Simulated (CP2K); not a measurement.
Band structure of Sc₃SnB (Pm-3m, 5 atoms in the cell).

```
CELL_PARAMETERS angstrom
      4.66421     0.00000     0.00000
      0.00000     4.66421     0.00000
      0.00000     0.00000     4.66421
ATOMIC_POSITIONS crystal
  Sc 0.50000 0.00000 0.50000
  Sc 0.00000 0.50000 0.50000
  Sc 0.50000 0.50000 0.00000
  Sn 0.00000 0.00000 0.00000
  B  0.50000 0.50000 0.50000
```

Method of the run: LDA (Pade form), GPW, DZVP-MOLOPT-SR-GTH basis, GTH-PADE potentials (GTH_POTENTIALS) (CP2K 2026.2).

Settings: CUTOFF = 600 Ry; REL_CUTOFF = 50 Ry; SMEAR/METHOD = FERMI_DIRAC; ELECTRONIC_TEMPERATURE = 1160.45 K; KPOINTS/SCHEME = MONKHORST-PACK 6 6 6; GAMMA_CENTERED = T; XC_FUNCTIONAL = PADE; Sc/BASIS_SET = DZVP-MOLOPT-SR-GTH-q11; Sc/POTENTIAL = GTH-PADE-q11; Sn/BASIS_SET = DZVP-MOLOPT-SR-GTH-q4; Sn/POTENTIAL = GTH-PADE-q4; B/BASIS_SET = DZVP-MOLOPT-SR-GTH-q3; B/POTENTIAL = GTH-PADE-q3; METHOD = GPW.

The starting cell comes from a database of computed structures (which also holds hypothetical and non-ambient phases and stackings), without a prior relaxation at this level. Its lattice was rescaled by a random factor within 2.5 % of one. Values carry the incompleteness of an atom-centred basis.

Levels in eV from the Fermi level, bands 17 to 22:
| point | 17 | 18 | 19 | 20 | 21 | 22 |
|---|---|---|---|---|---|---|
| Γ | -0.84 | -0.54 | -0.54 | 0.00 | 0.00 | 0.00 |
| X | -1.08 | -1.08 | -0.56 | -0.56 | 0.40 | 0.51 |
| M | -1.18 | -1.07 | -0.96 | -0.96 | 1.25 | 1.25 |
| R | -2.77 | -1.77 | -1.77 | -1.77 | 1.40 | 1.40 |

Bands cross the Fermi level along this path, so the cell is metallic at this level.

Higher empty bands are left out: an atom-centred basis made for the valence describes them poorly.
